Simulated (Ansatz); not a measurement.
An Ansatz (a quantum-chemistry and plane-wave program) run: Ta with a change (biaxial strain −0.42 %, plane normal [111], relaxed out of plane); PBEsol (Ansatz), no spin-orbit coupling.

Input:

Ansatz 0.2 input:
```yaml
crystal:
  lattice:
    - [4.6223719919, 0, 0]
    - [2.3111859959, 4.0030915707, 0]
    - [2.3111859959, -1.3343638569, 0.9495070908]
  atoms:
    - { symbol: Ta, position: [0, 0, 0] }
basis: { ecutwfc: 420, ecutrho_ratio: 4, xc_grid: 2, fft_grid_basis: typed }
kpoints: { mp_grid: { grid: [28, 28, 28] } }
hamiltonian:
  xc: pbesol
  dispersion: none
  pseudopotentials: { kind: paw }
scf: { occupations: { method: fermi_dirac, width: 0.1 } }
relax: { f_tol: 0.005, max_steps: 50, cell: { stress_tol: 0.01, fix: [a, b, gamma] } }
output: { forces: true, stress: true }
checkpoint: { write: state.ck, write_every: 1000 }
```

Output (explanatory and most iteration lines left out):

```
Relaxation: its limit of steps is 50 (relax.max_steps)
Pseudopotential: Ta, paw, valence charge 13
Crystal: 1 atoms, lattice volume = 17.569 Å³
Basis set: ecut = 420 eV, 333 PW (Γ), exchange–correlation on 64×64×40 points (8 copies of the dense FFT grid, shifted against one another)
Bands: 11, of which v1, the nominal top of the filled ones, is band 7 counted from 1 (6 counted from 0)
Symmetry: 12 space group operations
Space group: R-3m (ITA 166), of the structure as read, at distance tolerance 2.6e-5 Å
k-points: 2045 of 21952
Functional: x = pbesol(κ = 0.804, μ = 0.12345679012345678), c = pbesol(β = 0.046)
SCF iter   1: F=—  HF=-9806.519839 eV  |F-HF|=—  |Δ(HF+E_count)|=         —  Δρ=2.25e-3  dr2=2.46e-4  ethr=1.77e-3  ⟨swp⟩=5.1  Hψ=126462  notcnv=0
SCF iter   2: F=—  HF=-9806.519577 eV  |F-HF|=—  |Δ(HF+E_count)|=   2.62e-4  Δρ=1.03e-3  dr2=4.63e-5  ethr=1.89e-6  ⟨swp⟩=2.1  Hψ=49015  notcnv=0
SCF 1 converged in 6 iterations: F = -9806.519613 eV  dr2 = 1.26e-10
relax step   1: F+E_penalty+E_count = -9806.51961308 eV  Δ(F+E_penalty+E_count) = +0.000e0 eV  max|allowed force component| = 0.000e0 eV/Å  Δτ_max = 0.0000 Å  P = +1.324 GPa  Ω = 17.569 Å³  fix = [a, b, gamma]  reactions: a +1.642, b +1.642 GPa  (6 SCF iters, dr2 threshold 1.00e-7 eV, accepted)
[... steps on the carried basis left out ...]
relax step   3: F+E_penalty+E_count = -9806.51968356 eV  Δ(F+E_penalty+E_count) = -7.048e-5 eV  max|allowed force component| = 0.000e0 eV/Å  Δτ_max = 0.0000 Å  P = +0.854 GPa  Ω = 17.609 Å³  energy of the carried Pulay correction = -1.339e-5 eV  fix = [a, b, gamma]  reactions: a +1.284, b +1.284 GPa  (6 SCF iters, accepted)
Crystal: 1 atoms, lattice volume = 17.609 Å³
SCF iter   1: F=—  HF=-9806.519698 eV  |F-HF|=—  |Δ(HF+E_count)|=         —  Δρ=1.11e-4  dr2=4.52e-8  ethr=5.09e-8  ⟨swp⟩=3.1  Hψ=188165  notcnv=0
SCF iter   2: F=—  HF=-9806.519698 eV  |F-HF|=—  |Δ(HF+E_count)|=   3.39e-7  Δρ=5.57e-5  dr2=1.13e-8  ethr=3.47e-10  ⟨swp⟩=1.5  Hψ=24581  notcnv=0
SCF 4 converged in 4 iterations: F = -9806.519698 eV  dr2 = 8.64e-14
SCF converged after 4 iterations
Free energy (F): -9806.519698 eV
Internal energy: -9806.477079 eV  (E = F + TS)
E sigma→0 (E₀):  -9806.498388 eV
Entropy (-TS):   -0.042619 eV (-42.619 meV/atom)
Fermi energy:    18.960140 eV
--- Forces (eV/Å), atoms counted from 1 ---
  atom   1  Ta     0.00000000     0.00000000     0.00000000
--- Stress (GPa, compression-positive) ---
        1.284258      -0.000000       0.000000
       -0.000000       1.284258      -0.000000
        0.000000      -0.000000      -0.002995
  P = ⅓ Tr σ = 0.8552 GPa (8.552 kbar)
--- Relaxed structure (3 steps of the walk, 2 accepted, 1 SCFs on fresh bases) ---
  cell:  # Å, volume = 17.6089 Å³
    - [4.622371991884367, 2.8867468002825402e-11, 1.622724301600862e-10]
    - [2.3111859959171834, 4.003091570727972, 8.11362127540742e-11]
    - [2.311185995917109, -1.3343638568900793, 0.9516380064164245]
  atoms:
    - { symbol: Ta, position: [0.0, 0.0, 0.0] }
```

No phonon test of stability was made. The final runs are not spin-polarised. The cell was made from Ta in the bcc (W type) structure (space group Im-3m, No. 229) by this change: biaxial strain −0.42 %, plane normal [111], relaxed out of plane.
